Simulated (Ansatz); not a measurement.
Consider interstitial Li in zinc-blende BAs, charge state +1. The step: one Li atom jumps by itself; the atom moves 2.09 Å along (-0.25, -0.25, 0.25) of the unit cell; the moving atom starts with neighbours 3 As at 2.46, 3 As at 2.47; 3 B at 2.12, B at 2.14 Å and ends with 3 As at 2.20, As at 2.20; 3 B at 2.42, 3 B at 2.43 Å. DFT values are from Ansatz (plane-wave PAW, 420 eV unless said) in a cell of 64 host sites, spin-restricted, static, with no finite-size correction. The charge state is imposed; whether it is stable for some Fermi level was not computed. Sites that were not tried may lie lower. For the PBE band: the saddle point's order was not checked, and it lies on a symmetry element of the cell, where a band can be held.

| Level | Forward barrier (eV) | Cost of the band or of the saddle's single point |
|---|---|---|
| CHGNet universal potential (has no charge state), its own band | 0.84 | - |
| PBE, one k-point at (0.250, 0.250, 0.250), band relaxed | 1.33 | very roughly 27 core-minutes |
| PBE, a 2×2×2 k-point mesh shifted by half a step, same geometries | 1.32 | about 2.2 core-minutes (a rough figure) |
| r2SCAN at 500 eV, one k-point at (0.250, 0.250, 0.250), same geometries | 1.37 | very roughly 70 core-seconds |

Ansatz is an electronic-structure program.
